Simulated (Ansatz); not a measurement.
The reference is MoTe₂ (space group P6_3/mmc, No. 194; a = 3.497 Å, c = 13.697 Å; layered, stacked along the Cartesian z axis).

Method: Kohn–Sham DFT with the PBE-D3(BJ) functional, run in Ansatz (an electronic-structure program) with PAW and 420 eV plane waves, no spin-orbit coupling, earlier PAW set.

Before the change:

- Gap between the host's bands = 0.60 eV
- Gap character = indirect, Γ → k = (0.200, 0.200, 0) in the run's primitive reciprocal basis

One thing is altered: electron doping at 3.0×10^21 cm⁻³ (0.435 per cell), with a uniform compensating background at fixed cell and a 300 K Fermi–Dirac width.

What happens to the Fermi level from band edge?

The Fermi level relative to the doped band's edge (positive inside the band; to 0.05 eV) is +0.40 eV.

Estimate the effect on the largest internal atomic displacement.

The largest internal atomic displacement is 0.010 Å.

How does this affect the gap between the host's bands?

The gap between the host's bands drops by 0.02 eV, from 0.60 eV to 0.58 eV.

How does this affect the gap character?

The gap character is still indirect, Γ → k = (0.200, 0.200, 0) in the run's primitive reciprocal basis.

Carriers are added with a uniform compensating background; total energy and stress of such cells depend on the potential's zero and are not compared; many-body gap narrowing is missing at this level. With Te present, leaving out spin-orbit coupling can change the band edges. No phonon test of stability was made. The D3 term's C6 switches between coordination references near this geometry, which can add small steps to energies.
